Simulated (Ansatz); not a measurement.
ScGeCN (model structure, started from the AlSiCN type, P3m1, No. 156, 4 atoms in the cell) was calculated with HSE06+SOC in Ansatz (plane waves, PAW).

Settings: plane-wave cutoff 460 eV, 9×9×6 k mesh (along the axes of the cell as run), Fermi–Dirac smearing 0.01 eV, PAW data made under PBE.

Cell (relaxed with PBEsol):

```
CELL_PARAMETERS angstrom
      3.37867     0.00000     0.00000
     -1.68933     2.92601     0.00000
      0.00000     0.00000     5.28916
ATOMIC_POSITIONS crystal
  Sc 0.33333 0.66667 0.52616
  Ge 0.66667 0.33333 0.99924
  C  0.33333 0.66667 0.09269
  N  0.66667 0.33333 0.63190
```

Q: Give the computed band gap, smallest direct gap on the k points sampled and Γ–Γ gap.

A: 
* **band gap**: 3.36 eV (indirect)
* **smallest direct gap on the k points sampled**: 3.52 eV
* **Γ–Γ gap**: 3.75 eV

Note: the relaxation could raise the start's symmetry but not lower it, so the cell can be a saddle point; cell and atoms aren't relaxed at this level (largest force component 0.18 eV/Å, pressure 0.8 GPa).

Computed values are for the static lattice.

It cost roughly 23 core-minutes of CPU time.

A model structure was made by putting elements into a prototype or built by hand; it is no filed structure, need not be a known phase, and can be a saddle point held by its symmetry.

Ansatz is a quantum-chemistry and plane-wave program.
